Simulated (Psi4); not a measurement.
Psi4 1.11, unrestricted PBE/def2-svp: [O]=[Sc], charge 0, multiplicity 2, 2 atoms. The geometry is a generated start, not checked to be a minimum at this level.

```
Item                                  Value
--------------------------  ---------------
task                                 energy
method                                  pbe
basis                              def2-svp
memory                                 3 GB
maxiter                                 100
keys of the molecule block      symmetry c1
scf_type                       df (default)
e_convergence               1e-06 (default)
d_convergence               1e-06 (default)
dft_radial_points              75 (default)
dft_spherical_points          302 (default)
basis functions                          45
grid points                           43802
```

```xyz
2

Sc     0.0264    -0.0143    -0.8742
O     -0.0264     0.0143     0.8742
```

Charge 0 and multiplicity 2 are set for this test and not shown to be the ground state.

With the defaults (diis = true, scf_initial_accelerator = adiis, damping_percentage = 0, guess = auto, which took SAD, soscf = false, soscf_start_convergence = 0.01, diis_max_vecs = 10, level_shift = 0, level_shift_cutoff = 0.01) it converges in 12 SCF iterations. One run each on 2 threads, with these changes:
- diis_max_vecs = 20
- soscf = true, soscf_start_convergence = 0.001
- guess = sapgau
- soscf = true, soscf_start_convergence = 0.1
- soscf = true
- level_shift = 0.1, level_shift_cutoff = 0.001
- diis = false, scf_initial_accelerator = none, damping_percentage = 60
- guess = sap
- scf_initial_accelerator = none

### Question
Name the settings that don't reach the solution of the defaults.

### Answer
No convergence: diis = false, scf_initial_accelerator = none, damping_percentage = 60 (the run ends without SCF convergence in 100 iterations). The rest reach the solution of the defaults.

```json
[
 {"setting": "soscf = true, soscf_start_convergence = 0.1", "SCF iterations": "7", "JK calls": "23", "end": "same solution"},
 {"setting": "soscf = true", "SCF iterations": "9", "JK calls": "30", "end": "same solution"},
 {"setting": "soscf = true, soscf_start_convergence = 0.001", "SCF iterations": "10", "JK calls": "16", "end": "same solution"},
 {"setting": "guess = sapgau", "SCF iterations": "11", "JK calls": "11", "end": "same solution"},
 {"setting": "guess = sap", "SCF iterations": "11", "JK calls": "11", "end": "same solution"},
 {"setting": "the defaults", "SCF iterations": "12", "JK calls": "13", "end": "same solution"},
 {"setting": "scf_initial_accelerator = none", "SCF iterations": "12", "JK calls": "13", "end": "same solution"},
 {"setting": "diis_max_vecs = 20", "SCF iterations": "12", "JK calls": "13", "end": "same solution"},
 {"setting": "level_shift = 0.1, level_shift_cutoff = 0.001", "SCF iterations": "14", "JK calls": "15", "end": "same solution"},
 {"setting": "diis = false, scf_initial_accelerator = none, damping_percentage = 60", "SCF iterations": "100", "JK calls": "101", "end": "no convergence"}
]
```

An SOSCF iteration holds several JK calls; a Hückel guess adds calls on atoms. 1 further run of the study ended by our limits or in an error and is left out.
